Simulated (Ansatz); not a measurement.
Terminations of the (111) surface of fcc Ag, measured from the surface 'clean 1x1'. Atoms come from or go to: Ag: fcc Ag, Al: fcc Al, Co: hcp Co, ferromagnetic, Fe: bcc Fe, ferromagnetic, Mn: fcc-type Mn, layered antiferromagnet, Nb: bcc Nb, Pt: fcc Pt, Rh: fcc Rh, Sc: hcp Sc, Sn: beta tin, Zr: hcp Zr. ΔE is the energy of forming the row's surface from that one (negative: more stable at these reservoirs); the vacuum level's shift is aligned on the shared bottom. No zero-point or thermal terms. These are constructed structures in small cells; real faces may alloy, dewet or reconstruct in larger ones, and not all known structures of the face are among them. Slabs of about 12 Å, Fermi-Dirac smearing of 0.1 eV. Bottom of the slabs: a bare face, its two planes held. Relaxed from the named starts with such symmetry as they have, on meshes of like density; energies extrapolated to zero smearing; spin only where a row says so; no spin-orbit coupling, no U. Brackets mark spin-polarised runs, whose order is one that fits the cell. A dash marks a value that is undefined for that row (no clear gap, or no work function of a gapped slab) or was not read reliably on its mesh.

Calculation: PBE (plane waves to 420 eV, PAW; Ansatz, a program for electronic structure).

```csv
surface,atoms added per 1x1,ΔE per 1x1 (eV),shift of the vacuum level (eV),work function (eV)
"(√3x√3)R30° surface alloy, Al on one Ag site of the top plane","-0.333 Ag, +0.333 Al",-0.06,0.11,4.52
a pseudomorphic layer of Zr in the host's stacking,+1 Zr,0.64,-0.06,4.36
a pseudomorphic layer of Sc in the other hollow,+1 Sc,0.47,-0.61,3.80
a pseudomorphic layer of Nb in the host's stacking,+1 Nb,?,0.56,4.99
a layer of Pt in place of the second plane,"-1 Ag, +1 Pt",0.04,0.17,4.59
"a layer of Mn in place of the second plane [spin, 4.0 μB a cell]","-1 Ag, +1 Mn",?,-0.22,4.23
a pseudomorphic layer of Rh in the other hollow,+1 Rh,1.12,0.92,5.34
"(√3x√3)R30°, one Ag site of the top plane empty",-0.333 Ag,?,-0.34,4.10
"a layer of Fe in place of the third plane [spin, 2.9 μB a cell]","-1 Ag, +1 Fe",0.95,-0.06,4.38
"a layer of Co in place of the second plane [spin, 1.8 μB a cell]","-1 Ag, +1 Co",1.11,-0.24,4.21
"a layer of Fe in place of the second plane [spin, 3.0 μB a cell]","-1 Ag, +1 Fe",?,-0.29,4.16
"(√3x√3)R30° layer of Sn, one a cell, on the site that continues the host's stacking",+0.333 Sn,0.08,-0.23,4.19
```

### Question
Some entries are withheld; supply them.

### Answer

- a pseudomorphic layer of Nb in the host's stacking, ΔE per 1x1 (eV): 1.20
- a layer of Mn in place of the second plane [spin, 4.0 μB a cell], ΔE per 1x1 (eV): 0.70
- (√3x√3)R30°, one Ag site of the top plane empty, ΔE per 1x1 (eV): 0.17
- a layer of Fe in place of the second plane [spin, 3.0 μB a cell], ΔE per 1x1 (eV): 0.96
